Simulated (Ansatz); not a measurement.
Here is the system:

```yaml
crystal:
  lattice:
    - [4.18002, 0.00000, 0.00000]
    - [0.00000, 4.18002, 0.00000]
    - [0.00000, 0.00000, 4.18002]
  atoms:
    - { symbol: Cs, position: [0.00000, 0.00000, 0.00000] }
    - { symbol: Mg, position: [0.50000, 0.50000, 0.50000] }
    - { symbol: F, position: [0.00000, 0.50000, 0.50000] }
    - { symbol: F, position: [0.50000, 0.00000, 0.50000] }
    - { symbol: F, position: [0.50000, 0.50000, 0.00000] }
```

Computed with PBEsol, rigid bands (plane waves, PAW, scalar-relativistic; Ansatz, a program for electronic structure). How the cell was made: cell and atoms relaxed with PBEsol.

Question: What conductivity effective mass do dilute holes have at 300 K?

Answer: 2.7 mₑ.

Question: Predict the electron conductivity mass (n e² τ/σ) at 300 K, by direction if it differs.

Answer: 0.44 mₑ.

Question: And the band gap?

Answer: 6.88 eV at this level; semilocal functionals usually fall short of the measured gap.

Rigid bands, one relaxation time for all states, no polarons. Spin-orbit coupling is left out; where it splits the top of the valence band it changes the hole mass and lowers the gap by about a third of the splitting.

Computed structure with no diffraction record at hand here (it may be known, metastable or hypothetical): CsMgF3 (Pm-3m).
